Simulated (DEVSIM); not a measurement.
Device: Si p-n junction from an implanted or diffused profile, at 300 K.

```tsv
layer (left to right)	material	thickness (μm)	Nd (cm⁻³)	τn (s)	τp (s)
1	Si	78.0	4.4e16	7.4e-5	7.4e-5
```

Added acceptor profile: 1.9e18 cm⁻³ × exp(−(x − 0 μm)²/(2·(0.045 μm)²)). Left contact: ohmic. Right contact: ohmic. Voltage is applied to the left contact. Recombination: SRH at mid-gap, radiative, Auger. Gap narrowing is on: ΔEg = 6.92 meV × (l + √(l² + 0.5)), l = ln(N/1.3e17 cm⁻³), shared equally by both band edges. Mobility is μmin + (μ − μmin)/(1 + (N/Nref)^α).

The device is made up for the run: typed textbook-type constants, with dimensions and the other settings drawn at random. Values at 300 K.

```
parameter           Si
-------------  -------
gap (eV)         1.124
affinity (eV)     4.05
permittivity      11.7
Nc (cm⁻³)      2.86e19
Nv (cm⁻³)       3.1e19
μn (cm²/Vs)       1417
μp (cm²/Vs)        470
μn,min              52
μp,min              45
Nref,n          9.7e16
Nref,p          2.2e17
αn                0.68
αp                0.72
B (cm³/s)      4.7e-15
Cn (cm⁶/s)     2.8e-31
Cp (cm⁶/s)     9.9e-32
```

DEVSIM, 1D drift-diffusion, Boltzmann statistics, complete ionisation; no tunnelling, impact ionisation, image-force lowering or self-heating.

Base results: dark forward voltage at 100 A/cm² (V) 0.842; dark forward voltage at 1 A/cm² (V) 0.618; potential step across the device at zero bias (V) 0.864.

**Question.** What follows from this one change: doping Nd of layer 1 4.4e+16 → 1.3e+17 cm^-3?

**Answer.** dark forward voltage at 100 A/cm² 0.842 → 0.790 V; dark forward voltage at 1 A/cm² little changed (0.615 V); potential step across the device at zero bias 0.864 → 0.889 V.

**Question.** What follows from this one change: straggle of the profile 0.045 → 0.09 μm?

**Answer.** dark forward voltage at 100 A/cm² 0.842 → 0.849 V; dark forward voltage at 1 A/cm² 0.618 → 0.636 V; potential step across the device at zero bias little changed (0.864 V).

**Question.** What follows from this one change: peak of the profile 1.9e+18 → 9.5e+17 cm^-3?

**Answer.** dark forward voltage at 100 A/cm² 0.842 → 0.831 V; dark forward voltage at 1 A/cm² 0.618 → 0.599 V; potential step across the device at zero bias 0.864 → 0.850 V.

**Question.** What follows from this one change: thickness of layer 1 78 → 390 μm?

**Answer.** dark forward voltage at 100 A/cm² 0.842 → 1.257 V; dark forward voltage at 1 A/cm² 0.618 → 0.625 V; potential step across the device at zero bias little changed (0.864 V).

**Question.** What follows from this one change: constant mobility in place of the doping-dependent one?

**Answer.** dark forward voltage at 100 A/cm² 0.842 → 0.770 V; dark forward voltage at 1 A/cm² 0.618 → 0.574 V; potential step across the device at zero bias little changed (0.864 V).
